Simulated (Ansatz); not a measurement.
We consider AlZnNO (model structure, started from the AlSiCN type, P3m1, No. 156, 4 atoms in the cell), described by r²SCAN (Ansatz, a program for electronic structure, PAW).

Settings: plane-wave cutoff 560 eV, 12×12×8 k mesh (along the axes of the cell as run), Fermi–Dirac smearing 0.01 eV, scalar-relativistic PAW data made under PBE.

Cell (relaxed with PBEsol):

AlZnNO is taken in the trigonal space group P3m1 (No. 156), Pearson symbol hP4. Conventional cell: a = b = 3.1384 Å, c = 5.1453 Å, α = β = 90.00°, γ = 120.00°. Al on 1b is surrounded by 1 O at 1.821 Å and 3 N at 1.887 Å (tetrahedral). Zn on 1c has 1 N at 1.958 Å and 3 O at 1.998 Å (tetrahedral). O on 1b is coordinated by 1 Al at 1.821 Å and 3 Zn at 1.998 Å (tetrahedral). N on 1c is coordinated by 3 Al at 1.887 Å and 1 Zn at 1.958 Å (tetrahedral). (Neighbours: up to the widest gap in distance over summed covalent radii, below 1.35, at either atom; cation-cation and far metal-metal contacts left out.)

Problem. Estimate the band gap that the calculation returns.

Solution. 
* **band gap**: 2.85 eV (direct)

Note: the relaxation could raise the start's symmetry but not lower it, so the cell can be a saddle point; cell and atoms aren't relaxed at this level (largest force component 0.15 eV/Å, pressure -0.2 GPa).

Static lattice: no zero-point or thermal effects.

Cost on a shared machine: roughly 22 core-seconds.

A model structure was made by putting elements into a prototype or built by hand; it is no filed structure, need not be a known phase, and can be a saddle point held by its symmetry.
